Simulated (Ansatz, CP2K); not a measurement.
**Code comparison for YbTlSe₂ (P1, 4 atoms in the cell)**

Self-consistent single point, at a second geometry (atoms moved at random). First geometry:

```
CELL_PARAMETERS angstrom
      2.13179     1.23079     7.09795
     -2.13179     1.23079     7.09795
      0.00000    -2.46158     7.09795
ATOMIC_POSITIONS crystal
  Yb 0.00000 0.00000 0.00000
  Tl 0.50000 0.50000 0.50000
  Se 0.74366 0.74366 0.74366
  Se 0.25634 0.25634 0.25634
```

Second geometry:
```xyz
4
Lattice="2.1318 1.2308 7.0980 -2.1318 1.2308 7.0980 0.0000 -2.4616 7.0980" Properties=species:S:1:pos:R:3 pbc="T T T"
Yb     0.0052     0.0111     0.0489
Tl     0.0333     0.0025    10.7211
Se    -0.0604     0.0544    15.7846
Se     0.0219    -0.0679     5.3861
```

Shared settings, as Ansatz (a quantum-chemistry and plane-wave program) writes them: kpoints.mp_grid.grid = 6 6 6; scf.occupations.method = fermi_dirac; scf.occupations.width = 0.136 eV. Potentials and cutoffs stand in the table.

```
code                                                                         model  ΔF from the first geometry (meV/atom)  pressure (GPa)  largest force (eV/Å)       cutoff
------  --------------------------------------------------------------------------  -------------------------------------  --------------  --------------------  -----------
Ansatz                                             PBEsol, PAW files made with PBE                                   15.7           -2.11                 0.962      default
CP2K    PBEsol, GPW, DZVP-MOLOPT-SR-GTH basis, GTH-PBE potentials (GTH_POTENTIALS)                                   17.3           -1.60                 1.086  grid 800 Ry
```

Size of the force on each atom (eV/Å): Sizes of forces hide their directions.

```
code      Yb1    Tl2    Se3    Se4
------  -----  -----  -----  -----
Ansatz  0.264  0.237  0.533  0.962
CP2K    0.312  0.268  0.608  1.086
```

On Ansatz's run: spin-orbit coupling is off. Spin polarisation is off; with an odd number of electrons in the cell that forces a metal, and a magnetic state may lie lower. The f electrons are in the valence without U or exact exchange, which can misplace them near the Fermi level. Spin-orbit terms, which matter for f shells, are left out.

The spread over the programs that give each value: ΔF from the first geometry within 1.6 meV/atom; pressure within 0.51 GPa; largest force within 0.124 eV/Å.

CP2K uses small atom-centred bases, whose incompleteness enters pressures, forces and empty levels differently from a plane-wave cutoff. Ansatz's pressure is given at a fixed set of plane waves, as the other plane-wave codes print theirs.

The starting cell comes from a database of computed structures (which also holds hypothetical and non-ambient phases and stackings), without a prior relaxation at this level. For this run, on top of that: atoms moved at random.

Keys are those of Ansatz 0.2.
